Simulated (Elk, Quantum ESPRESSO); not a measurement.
**Equation of state of hcp Os (space group 194): energy against volume (Elk, LDA)**

```
Os
1.0
    2.62382     0.00000     0.00000
   -1.31191     2.27230     0.00000
    0.00000     0.00000     4.15198
Os
2
Cartesian
  1.31191   0.75743   3.11399
  0.00000   1.51486   1.03800
```

Method: LDA (PW92), all-electron FP-LAPW, Elk's shipped species files, default APW+lo basis in Elk. Settings: xctype = 3; rgkmax = 7.98; stype = 3; swidth = 0.00183747 Ha; ngridk = 25 25 14; rmtscf = 0.81; sphere radii = {Os: 2.268} bohr. The cell above is the first row's. The rows scale it uniformly. In all rows fractional positions and the k mesh are held. E is the free energy at the stated smearing, counted from the lowest row.

| V (Å^3/atom) | E (meV/atom) |
|---|---|
| 12.377 | ? |
| 12.646 | 119.39 |
| 12.915 | 60.91 |
| 13.184 | 22.78 |
| 13.454 | 2.99 |
| 13.723 | 0.00 |
| 13.992 | 10.92 |
| 14.261 | 35.29 |
| 14.530 | 71.38 |

Q: Fit E against V with the third-order Birch-Murnaghan form, a cubic in V^(-2/3), and predict the withheld value at V = 12.377.

A: With u = V^(-2/3) - 0.176, the rows have u = 0.008232, 0.005665, 0.003185, 0.000780, -0.001538, -0.003781, -0.005954, -0.008059. Least squares gives E = 0.248 + 2512.50·u + 1429376·u² + 2862528·u³. Residuals (row less fit): -0.001, 0.036, -0.063, -0.089, 0.246, -0.108, -0.066, 0.044; standard error 0.151 (degrees of freedom: 4). Its minimum lies at u = -0.000881, so V0 = (0.175119)^(-3/2) = 13.65. There d²E/du² = 2844000 and d³E/du³ = 1.718e7, so B0 = (4/9) × 13.65^(-7/3) × 2844000 × 0.160218 = 455 GPa (the last factor turns the table's units into GPa), and B0' = 4 + (2/3) × 0.175119 × (1.718e7)/2844000 = 4.7. At the withheld row, u = 0.010892, so E = 0.248 + 2512.50 × 0.010892 + 1429376 × 0.010892² + 2862528 × 0.010892³ = 200.888 meV/atom. The calculation gives 200.88 meV/atom, 0.008 meV/atom below the prediction (under 0.05 % of the range of E in the table). The row lies outside the fitted rows, so this is an extrapolation. From the scatter of the fitted rows alone, a prediction at this place has a standard error of 0.447 meV/atom, so the miss is 0.0 times that.

Carrying the step between the two nearest rows on in a straight line would have given 177.87, off by 23.01; series whose last step already gives the withheld value aren't shown. The scan was laid around a cell of about the measured size, scaled by a guess for this functional; axis ratios and inner coordinates come from that cell. The runs keep the symmetry of the cell, so they don't test it for distortions. A plane-wave scan with the same functional (Quantum ESPRESSO, GBRV) gives V0 = 13.70 Å^3/atom and B0 = 449 GPa; a Birch-Murnaghan fit to all rows here lies -0.4 % from it in V0 and 1 % in B0; the two differ in basis, and may differ in potentials and mesh. Spin polarisation is off. Values depend on the basis (sphere radii, cutoffs, local orbitals), which need not be converged. Spin-orbit coupling is off. The shape of the cell and the inner coordinates aren't relaxed, so V0 and B0 belong to this uniform scaling; a relaxed crystal lies no higher in energy and is usually softer. Sphere radii are the same in all rows. Cutoffs and mesh are single choices, not tested for convergence of this quantity. Series with a scatter that would blur these digits, or in which a gap closes, are not shown. Nor are scans whose minimum lies at an end fitted in this form.
